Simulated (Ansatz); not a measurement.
## PBE against r2SCAN: La, biaxial strain −0.78 %, plane normal [001], relaxed out of plane

The reference is La (space group P6_3/mmc, No. 194; a = 3.769 Å, c = 12.114 Å; relaxed with 0.1 eV smearing). Axes: x lies along a and z along c of the hexagonal cell.

(Cell as relaxed with PBE.)

Levels (all Ansatz, an electronic-structure program, PAW): PBE (420 eV, no spin-orbit coupling); r2SCAN (500 eV, without spin-orbit coupling).

Each level relaxes its own structure.

| base | PBE | r2SCAN |
|---|---|---|
| volume per atom | 37.27 Å³ | 37.40 Å³ |
| lattice parameter a | 3.769 Å | 3.784 Å |
| band gap | zero | zero |

Now apply this change: biaxial strain −0.78 %, plane normal [001], relaxed out of plane (Cartesian); in-plane vectors clamped, the third vector and the atoms free.

```
quantity                           PBE   r2SCAN
-----------------------------  -------  -------
shortest interatomic distance  3.727 Å  3.722 Å
out-of-plane strain            +0.29 %  +0.31 %
```

PBE's shortest interatomic distance lies 0.0042 Å above r2SCAN's (0.1 %). Neither level is exact; r2SCAN is the comparison here, not a measurement.

Stability against distortions was not tested.
